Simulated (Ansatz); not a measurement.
Functionals compared on a constructed model of the (110) surface of bcc V, a pseudomorphic layer of Fe in the host's stacking (bottom of the slab: a bare face, its two planes held), in Ansatz (plane waves, PAW). The structure was relaxed with PBE; the other rows are single points on it. Cutoff 420 eV.

Model: 7-atom slab, 13.2 Å thick at the start, 15x15x1 mesh, Fermi-Dirac 0.1 eV, dipole correction, 2 atoms held, the rest relaxed; start symmetry kept, larger cells not searched; spin-polarised, ending with about 1.7 μB a cell; orders that need a larger cell were not tried, no spin-orbit, no U. It is one candidate, not shown to be the stable structure of the face. These notes are the PBE run's. RPBE: The program's check for a lower electronic state was not made.

```csv
functional,work function of the top face (eV),magnetic moment of the cell (μB),rough cost of the single point
PBE,4.34,1.66,–
RPBE,4.17,1.67,around 5 core-minutes (rough)
```

Ansatz is an electronic-structure program.
